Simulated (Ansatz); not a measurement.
**Response to strain in Sn**

The parent structure is Sn in the diamond structure (space group Fd-3m, No. 227; a = 6.569 Å). Axes: x, y, z lie along the cube axes.

Strains are applied to the cell and any free atomic positions relax; under biaxial strain the out-of-plane vector relaxes too.

Level of theory: Kohn–Sham DFT with the r2SCAN functional, run in Ansatz (a program for electronic structure) with PAW and 500 eV plane waves, spin-orbit coupling left out, earlier PAW set.

Notes on the quantities. pressure: mean of the normal stresses, compression positive; energy relative to the base: free energy F.

| change | pressure | energy relative to the base | space group | shortest interatomic distance |
|---|---|---|---|---|
| base | 0.0 GPa | 0 meV/atom | Fd-3m (No. 227) | 2.844 Å |
| biaxial strain −2.60 %, plane normal [001], relaxed out of plane | 1.3 GPa | +11 meV/atom | I4_1/amd (No. 141) | 2.819 Å |
| biaxial strain −1.84 %, plane normal [001], relaxed out of plane | 0.9 GPa | +5.3 meV/atom | I4_1/amd (No. 141) | 2.826 Å |
| biaxial strain −0.73 %, plane normal [001], relaxed out of plane | 0.3 GPa | +0.8 meV/atom | I4_1/amd (No. 141) | 2.837 Å |
| biaxial strain −4.41 %, plane normal [110], relaxed out of plane | 2.8 GPa | +40 meV/atom | Imma (No. 74) | 2.774 Å |
| biaxial strain +0.20 %, plane normal [110], relaxed out of plane | -0.1 GPa | +0.1 meV/atom | Imma (No. 74) | 2.846 Å |
| biaxial strain +1.04 %, plane normal [110], relaxed out of plane | [?] | [?] | Imma (No. 74) | [?] |
| biaxial strain +4.93 %, plane normal [110], relaxed out of plane | -2.5 GPa | +44 meV/atom | Imma (No. 74) | 2.887 Å |
| isotropic strain −5.14 % | 9.9 GPa | +137 meV/atom | Fd-3m (No. 227) | 2.698 Å |
| isotropic strain +1.21 % | -1.4 GPa | +6.0 meV/atom | Fd-3m (No. 227) | 2.879 Å |

Question: Fill in the withheld entries from the trend.

Answer: 
- biaxial strain +1.04 %, plane normal [110], relaxed out of plane, pressure: -0.6 GPa
- biaxial strain +1.04 %, plane normal [110], relaxed out of plane, energy relative to the base: +2.1 meV/atom
- biaxial strain +1.04 %, plane normal [110], relaxed out of plane, shortest interatomic distance: 2.853 Å

A biaxial case was relaxed in a doubled cell and then solved in the primitive one. Stability against distortions was not tested.
